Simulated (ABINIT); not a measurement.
A self-consistent single point of La₃Ga (Pm-3m, 4 atoms in the cell) with ABINIT.

Computed with PBEsol, PAW (JTH v2.0 PBE PAW, files made for PBE) (plane waves; ABINIT 10.0.3).

The change in words: lattice scaled by 0.98. Reference geometry:
```
La3Ga
1.0
    4.98640     0.00000     0.00000
    0.00000     4.98640     0.00000
    0.00000     0.00000     4.98640
La Ga
3 1
Cartesian
  0.00000   2.49320   2.49320
  2.49320   0.00000   2.49320
  2.49320   2.49320   0.00000
  0.00000   0.00000   0.00000
```

Reference input (self-consistent single point, DFT, PBEsol, plane waves, PAW (JTH v2.0 PBE PAW, files made for PBE)): pseudos = [La.GGA_PBE-JTH.xml, Ga.GGA_PBE-JTH.xml]; ecut = 26 Ha; pawecutdg = 52 Ha; pawxcdev = 0; ixc = -116133; occopt = 3; tsmear = 0.00183747 Ha; ngkpt = 7 7 7; nshiftk = 1; shiftk = 0 0 0; potentials = JTH v2.0 PBE PAW; nband = 30. This run's input differs from it in these lines:

```diff
@@ -3,3 +3,3 @@
 pseudos "La.GGA_PBE-JTH.xml, Ga.GGA_PBE-JTH.xml"
-acell 9.4229246787 9.4229246787 9.4229246787
+acell 9.2344660717 9.2344660717 9.2344660717
 rprim
@@ -13,5 +13,5 @@
 xcart
-         0.0000000000    4.7114623393    4.7114623393
-         4.7114623393    0.0000000000    4.7114623393
-         4.7114623393    4.7114623393    0.0000000000
+         0.0000000000    4.6172330358    4.6172330358
+         4.6172330358    0.0000000000    4.6172330358
+         4.6172330358    4.6172330358    0.0000000000
          0.0000000000    0.0000000000    0.0000000000
```

Output, abridged:

```
--- !BeginCycle
solver: {iscf: 17, nstep: 100, nline: 4, wfoptalg: 10, }
tolerances: {tolvrs: 1.00E-12, }
...

     iter   Etot(hartree)      deltaE(h)  residm     nres2
 ETOT  1  -174.27246774287    -1.743E+02 4.295E-01 9.591E+00
 ETOT  2  -175.26953070336    -9.971E-01 5.017E-02 1.190E+01
 ETOT  3  -175.20251836958     6.701E-02 1.114E-02 3.685E+00
 ETOT  4  -175.18959701953     1.292E-02 9.104E-03 1.698E+00
 ETOT  5  -175.17776458118     1.183E-02 7.100E-03 3.495E-02
   [... 7 lines left out ...]
 ETOT 13  -175.17825301969    -3.760E-11 6.303E-05 5.241E-09
 ETOT 14  -175.17825301968     7.276E-12 6.240E-05 3.356E-10
 ETOT 15  -175.17825301968    -8.527E-13 4.608E-05 2.338E-11
 ETOT 16  -175.17825301968     2.245E-12 4.975E-05 6.344E-13
 At SCF step   16       nres2   =  6.34E-13 < tolvrs=  1.00E-12 =>converged.

 Cartesian components of stress tensor (hartree/bohr^3)
  sigma(1 1)=  3.60193513E-05  sigma(3 2)=  0.00000000E+00
  sigma(2 2)=  3.60193513E-05  sigma(3 1)=  0.00000000E+00
  sigma(3 3)=  3.60193513E-05  sigma(2 1)=  0.00000000E+00

 ----iterations are completed or convergence reached----

 reduced coordinates (array xred) for    4 atoms
       0.000000000000      0.500000000000      0.500000000000
       0.500000000000      0.000000000000      0.500000000000
       0.500000000000      0.500000000000      0.000000000000
       0.000000000000      0.000000000000      0.000000000000
 cartesian forces (eV/Angstrom) at end:
    1     -0.00000000000000    -0.00000000000000    -0.00000000000000
   [... lines left out ...]
 Fermi (or HOMO) energy (eV) =   4.87411   Average Vxc (eV)= -10.55977
   [... lines left out ...]
'-kT*entropy'       : -1.75920728268769E-03
total_energy        : -1.75178254115627E+02
total_energy_eV     : -4.76684271666494E+03
...

-Cartesian components of stress tensor (GPa)         [Pressure= -1.0597E+00 GPa]
- sigma(1 1)=  1.05972572E+00  sigma(3 2)=  0.00000000E+00
- sigma(2 2)=  1.05972572E+00  sigma(3 1)=  0.00000000E+00
- sigma(3 3)=  1.05972572E+00  sigma(2 1)=  0.00000000E+00

 Calculation completed.
```

The run converged in 16 iterations. Against the reference run the free energy falls by 25.0 meV/atom and the pressure goes from -3.26 to -1.06 GPa.

The starting cell comes from a database of computed structures (which also holds hypothetical and non-ambient phases and stackings), without a prior relaxation at this level. Its lattice was rescaled by a random factor within 2.5 % of one. For this run, on top of that: lattice scaled by 0.98. The potentials were made for another functional than the one used.

Cost on one core of a shared machine: roughly 4 min.
